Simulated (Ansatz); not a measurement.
Response to strain in BN

Start from BN in the zinc blende structure (space group F-43m, No. 216; a = 3.610 Å).

Strains are applied to the cell and any free atomic positions relax.

Method: r2SCAN (Ansatz, a quantum-chemistry and plane-wave program; PAW; 500 eV plane waves; no spin-orbit coupling).

```
isotropic strain (%)  pressure (GPa)
--------------------  --------------
-3                              42.3
-2.5                            34.2
-2                              26.5
-1.5                            19.3
-1                                 ?
-0.5                             6.1
0                                0.0
```

Question: Fit P = P₀ − Bδ + Cδ² with δ = (1 + ε)³ − 1 to the rows shown and predict the withheld row.

Answer: Least squares on the printed values gives P₀ = 0.0 GPa, B = 383 GPa, C = 1150 GPa (largest residual 0.1 GPa); this predicts 12.4 GPa, and the run gives 12.5 GPa, in agreement.

No phonon test of stability was made.
